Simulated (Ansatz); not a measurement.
Abridged Ansatz (a quantum-chemistry and plane-wave program) output:

```
Relaxation: its limit of steps is 50 (relax.max_steps)
Pseudopotential: Na, paw, valence charge 9
Pseudopotential: Hg, paw, valence charge 20
Pseudopotential: Br, paw, valence charge 7
Crystal: 5 atoms, lattice volume = 152.688 Å³
Basis set: ecut = 420 eV, 2981 PW (Γ), exchange–correlation on 72×100×80 points (8 copies of the dense FFT grid, shifted against one another)
Bands: 30, of which v1, the nominal top of the filled ones, is band 25 counted from 1 (24 counted from 0)
Symmetry: 8 space group operations
k-points: 125 of 729
Functional: x = pbesol(κ = 0.804, μ = 0.12345679012345678), c = pbesol(β = 0.046)
SCF iter   1: F=—  HF=-23356.769743 eV  |F-HF|=—  |Δ(HF+E_count)|=         —  Δρ=2.18e-3  dr2=7.96e-3  ethr=1.77e-3  ⟨swp⟩=7.5  Hψ=18012  notcnv=0
SCF iter   2: F=—  HF=-23356.771820 eV  |F-HF|=—  |Δ(HF+E_count)|=   2.08e-3  Δρ=1.26e-3  dr2=3.61e-3  ethr=1.59e-5  ⟨swp⟩=3.3  Hψ=8157  notcnv=0  defer=2
SCF 1 converged in 8 iterations: F = -23356.771173 eV  dr2 = 2.44e-9
relax step   1: F+E_penalty+E_count = -23356.77117283 eV  Δ(F+E_penalty+E_count) = +0.000e0 eV  max|allowed force component| = 1.610e-28 eV/Å  Δτ_max = 0.0000 Å  P = +2.577 GPa  Ω = 152.688 Å³  fix = [a, b, gamma]  reactions: a +3.644, b +2.401 GPa  (8 SCF iters, dr2 threshold 1.00e-7 eV, accepted)
[... steps on the carried basis left out ...]
relax step   4: F+E_penalty+E_count = -23356.79797695 eV  Δ(F+E_penalty+E_count) = -2.160e-5 eV  max|allowed force component| = 3.224e-28 eV/Å  Δτ_max = 0.0000 Å  P = +1.307 GPa  Ω = 158.053 Å³  energy of the carried Pulay correction = -5.777e-4 eV  fix = [a, b, gamma]  reactions: a +2.756, b +1.163 GPa  (4 SCF iters, dr2 threshold 1.01e-8 eV, accepted)
Crystal: 5 atoms, lattice volume = 158.053 Å³
SCF iter   1: F=—  HF=-23356.795800 eV  |F-HF|=—  |Δ(HF+E_count)|=         —  Δρ=2.38e-4  dr2=4.15e-6  ethr=9.01e-7  ⟨swp⟩=3.7  Hψ=27811  notcnv=0
SCF iter   2: F=—  HF=-23356.797795 eV  |F-HF|=—  |Δ(HF+E_count)|=   1.99e-3  Δρ=1.19e-4  dr2=1.07e-6  ethr=8.31e-9  ⟨swp⟩=2.2  Hψ=6458  notcnv=0
SCF 5 converged in 9 iterations: F = -23356.798466 eV  dr2 = 4.27e-13
SCF converged after 9 iterations
Free energy (F): -23356.798466 eV
Internal energy: -23356.791958 eV  (E = F + TS)
E sigma→0 (E₀):  -23356.795212 eV
Entropy (-TS):   -0.006508 eV (-1.302 meV/atom)
Fermi energy:    3.722113 eV
--- Forces (eV/Å), atoms counted from 1 ---
  atom   1  Na     0.00000000     0.00000000     0.00000000
  atom   2  Hg    -0.00000000     0.00000000     0.00000000
  atom   3  Br     0.00000000    -0.00000000     0.00000000
  atom   4  Br    -0.00000000     0.00000000     0.00000000
  atom   5  Br     0.00000000    -0.00000000     0.00000000
--- Stress (GPa, compression-positive) ---
        2.753463       0.000000       0.000000
        0.000000       1.159883       0.000000
        0.000000       0.000000      -0.002197
  P = ⅓ Tr σ = 1.3037 GPa (13.037 kbar)
--- Relaxed structure (4 steps of the walk, 4 accepted, 1 SCFs on fresh bases) ---
  cell:  # Å, volume = 158.0533 Å³
    - [5.2210646055, 1.2792822043329144e-96, -1.8813285391205705e-34]
    - [1.8091782434887213e-96, 7.3837003752, 1.4402885359705102e-17]
    - [-1.4271748102714565e-34, 3.6918501876, 4.099873565414214]
  atoms:
    - { symbol: Na, position: [-1.6774577722719787e-47, 1.6811652319140083e-37, -1.7690049781888339e-47] }
    - { symbol: Hg, position: [0.5, 0.5000000000000001, 0.0] }
    - { symbol: Br, position: [0.5, 0.5000000000000001, 0.5] }
    - { symbol: Br, position: [-9.273015376718553e-69, 0.5000000000000001, 0.0] }
    - { symbol: Br, position: [0.5, 5.551115123125783e-17, 0.5] }
```

What was computed, and what are the main results?

NaHgBr3, 5 atoms in the cell, with PBEsol (Ansatz), spin-orbit coupling left out. The last SCF converged to F = -23356.798466 eV, or -4671.3597 eV per atom, at a pressure of 1.30 GPa. The total energy compares only with runs of the same code, potentials and settings.

Without a gap, meshes like the base's 9×9×9 leave anisotropic stresses uncertain by several tenths of a GPa, and small strain energies with them. The cells carry an imposed strain or load. Whether these cells are dynamically stable was not tested. The final runs are not spin-polarised. The cell was made from NaHgBr₃ in the cubic perovskite structure (space group Pm-3m, No. 221; a hypothetical phase, not in the database extracts checked) by this change: biaxial strain −4.63 %, plane normal [110], relaxed out of plane. Many cubic perovskites are stable only at high temperature; tilts and polar distortions were not tested.

Keys are those of Ansatz 0.2.
